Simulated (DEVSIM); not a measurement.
System: W/La2O3/SiO2/p-Si capacitor, at 300 K.

| layer (left to right) | material | thickness (nm) | Na (cm⁻³) |
|---|---|---|---|
| 1 | La2O3 | 18.0 | - |
| 2 | SiO2 | 0.580 | - |
| 3 | Si | 1700 | 1.1e17 |

Metal gate on the left, work function 4.6 eV. Fixed charge at the semiconductor interface 6.4e11 cm⁻² (in units of +e); interface traps 4.2e10 cm⁻² eV⁻¹, uniform in energy, neutral level at 0.3 of the gap above the valence band.

This is a model device: material constants are rounded textbook-type values typed into the input, and sizes, dopings and lifetimes were drawn at random. Values at 300 K.

| parameter | La2O3 | SiO2 | Si |
|---|---|---|---|
| gap (eV) | 5.8 | 9 | 1.124 |
| affinity (eV) | 1.8 | 0.9 | 4.05 |
| permittivity | 27 | 3.9 | 11.7 |
| Nc (cm⁻³) | - | - | 2.86e19 |
| Nv (cm⁻³) | - | - | 3.1e19 |

Model (solved in DEVSIM): 1D Poisson equation in equilibrium, Boltzmann statistics, complete ionisation; no quantum confinement or tunnelling. Metal contacts follow the ideal Schottky-Mott rule: no Fermi-level pinning, no interface dipoles.

The substrate doping was swept, all else fixed.

```
substrate doping (cm^-3)  threshold voltage (band bending 2φF) (V)  minimum of the low-frequency capacitance (μF/cm²)  flat-band voltage (V)
------------------------  ----------------------------------------  -------------------------------------------------  ---------------------
5.5e15                                                        0.27                                             0.0355                  -0.45
1.1e16                                                        0.30                                             0.0449                  -0.46
2.2e16                                                        0.34                                             0.0591                  -0.48
5.5e16                                                           ?                                                  ?                  -0.51
1.1e17                                                        0.48                                              0.112                  -0.52
2.2e17                                                        0.57                                              0.146                  -0.54
```

Q: Some entries are withheld; supply them.

A: 
- 5.5e16, threshold voltage (band bending 2φF) (V): 0.41
- 5.5e16, minimum of the low-frequency capacitance (μF/cm²): 0.0838
